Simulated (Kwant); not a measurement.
System: armchair graphene ribbon with Haldane second-neighbour hopping. 16 dimer lines, bond 0.142 nm, hopping 2.7 eV, scattering region 5.2 nm long; sites with one neighbour are removed; energy swept from -2.51 to 2.51 eV from the neutrality point. Staggered potential ±Δ on the two sublattices, Δ = 0.31 eV. Second-neighbour term iλ/(3√3) ν with λ = 1.1 eV, a model term that the material doesn't have.

Constants are typed, rounded textbook-type inputs, not results; the design itself was drawn at random and stands for no fabricated device.

Kwant, nearest-neighbour tight-binding model of a honeycomb sheet with an imaginary second-neighbour term, one spin, coherent transport at 0 K. Conductance is in e²/h.

Problem. Is the sheet in its topological phase, how wide is its bulk gap, and what conductance is due inside it?

Solution. At the two valleys the masses are λ ± Δ = 1.41 and 0.790 eV; the bulk gap is 2|λ − Δ| = 1.58 eV. λ > Δ, so the phase is topological, with edge channels that give G = 1. Simulated at 0.335 eV: 1.00 e²/h.
